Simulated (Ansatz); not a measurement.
Ge vacancy + F interstitial + F interstitial + F interstitial + F interstitial in germanium

The numbers are results of PBE, PAW (plane waves to 420 eV; Ansatz, a program for electronic structure), not measurements. Cell and caveats: 64-site cell; 2×2×2 shifted k-points; start: the Ge site; on a neighbour of the vacancy; on a neighbour of the vacancy; on a neighbour of the vacancy; on a neighbour of the vacancy; the functional closes the host's gap; finite-size errors of tenths of an eV; relaxed from one start, so a lower configuration may exist.

Neighbours after relaxation, in Å: of the emptied site: F 1.59, F 1.60, F 1.61, F 1.62; of the F atom: Ge 1.82, F 2.54, F 2.54, F 2.76, Ge 2.83, Ge 2.84; of the F atom: Ge 1.82, F 2.54, F 2.55, F 2.76, Ge 2.84, Ge 2.87.

Formation energies E_f are those of the neutral cell. Chemical conditions: impurity bounded by its compound with the host (Δμ(Ge) = 0.00 eV, Δμ(F) = -3.06 eV, bounded by Ge3F8 (P2_1/c); only phases computed here count, gases as isolated molecules at 0 K). Reference phases: F: F2 molecule in a box, Ge: germanium.

```tsv
charge	moment (μB)	point group	largest move off a lattice site (Å)	E_f, impurity bounded by its compound with the host (eV)
0	not spin-polarised	C1	0.31	2.62
```

Point groups are those of the whole cell at tolerances of 0.03 and 0.1 Å ("near" where only the looser one holds); none is given for unsettled states.
